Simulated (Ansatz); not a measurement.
Defect migration in fcc Cu: Ge-vacancy pair (Ge on one host Cu site, one Cu site vacant), neutral cell. Method: PBE, PAW (plane waves to 420 eV; Ansatz, a program for electronic structure).

Cell of 32 host sites held at the relaxed PBE lattice; a 2×2×2 k-point mesh shifted by half a step; Fermi-Dirac width 0.10 eV, spin-restricted; finite-size errors left in. Energies are static. Forms of the defect that were not tried may lie lower.

Barriers: single points on a 4×4×4 k-point mesh shifted by half a step at the bands' geometries.

Relaxed starting cell (atoms counted from 1):

```xyz
31
Lattice="7.2600 0.0000 0.0000 0.0000 7.2600 0.0000 0.0000 0.0000 7.2600" Properties=species:S:1:pos:R:3 pbc="T T T"
Ge    -0.0032     0.0632     0.0707
Cu    -0.0049     0.0301     3.6303
Cu    -0.0049     3.6254     0.0328
Cu    -0.0045     3.6185     3.6298
Cu     3.6263     0.0109     0.0185
Cu     3.6267     0.0069     3.6265
Cu     3.6284     3.6206     0.0182
Cu     3.6253     3.6270     3.6307
Cu    -0.0037     1.8367     5.4453
Cu    -0.0029     5.4372     1.8462
Cu    -0.0022     5.4559     5.4611
Cu     3.6254     1.8232     1.8282
Cu     3.6267     1.8214     5.4585
Cu     3.6264     5.4497     1.8286
Cu     3.6264     5.4471     5.4552
Cu     1.8054     0.0246     1.8473
Cu     1.8247     0.0033     5.4304
Cu     1.7921     3.6174     1.8295
Cu     1.8104     3.6271     5.4529
Cu     5.4455     0.0240     1.8424
Cu     5.4286     0.0042     5.4319
Cu     5.4573     3.6176     1.8315
Cu     5.4430     3.6261     5.4498
Cu     1.8051     1.8365     0.0297
Cu     1.7997     1.8254     3.6297
Cu     1.8238     5.4259     0.0144
Cu     1.8101     5.4410     3.6321
Cu     5.4457     1.8377     0.0290
Cu     5.4524     1.8241     3.6276
Cu     5.4293     5.4249     0.0135
Cu     5.4442     5.4436     3.6316
```

End state 1 differs by these moves (Å; atoms that move under 0.08 Å are left out):

```json
[
 {"atom": "1", "element": "Ge", "Δx": "0.00", "Δy": "1.69", "Δz": "1.69"}
]
```

Question: Estimate the forward and backward barriers to end state 1 that PBE, PAW returns for this input.

Answer: forward 0.48 eV, backward 0.48 eV; at the saddle point atom 1 has neighbours 4 Cu at 2.37, 4 Cu at 2.83 Å. The saddle point's order was not checked, and it lies on a symmetry element of the cell, where a band can be held.
